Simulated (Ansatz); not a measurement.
The starting structures come from a database of crystals and need not be the phases stable at ambient conditions.

The decay constant κ of evanescent states in the gap governs leakage through a thin film.

Input:

```xyz
12
Lattice="8.5125 0.0000 0.0000 -4.2563 7.3721 0.0000 0.0000 0.0000 5.8461" Properties=species:S:1:pos:R:3 pbc="T T T"
K      1.5231     2.6382     2.9231
K     -2.7331     4.7339     2.9231
K      5.4662     0.0000     2.9231
K      2.9490     5.1078     0.0000
K     -1.3073     2.2643     0.0000
K      2.6145     0.0000     0.0000
S      4.2563     2.4574     1.0654
S      4.2563     2.4574     4.7807
S      0.0000     4.9147     1.0654
S      0.0000     4.9147     4.7807
S      0.0000     0.0000     3.9811
S      0.0000     0.0000     1.8650
```

Space group of this cell: P-62m. The cell is taken as given; by PBEsol its mean pressure is -0.5 GPa.

Transport runs along the normal of the first two printed cell vectors, the (001) plane of the conventional cell.

The gap is the functional's own. No spin-orbit coupling. Mid-gap values are interpolated on the energy grid.

Estimate the band gap and the smallest decay constant κ at mid-gap that PBEsol (Ansatz, an electronic-structure program) returns for this system.

Gap 1.39 eV on a 6×6×6 mesh; κ = 0.186 1/Å, at the zone centre.
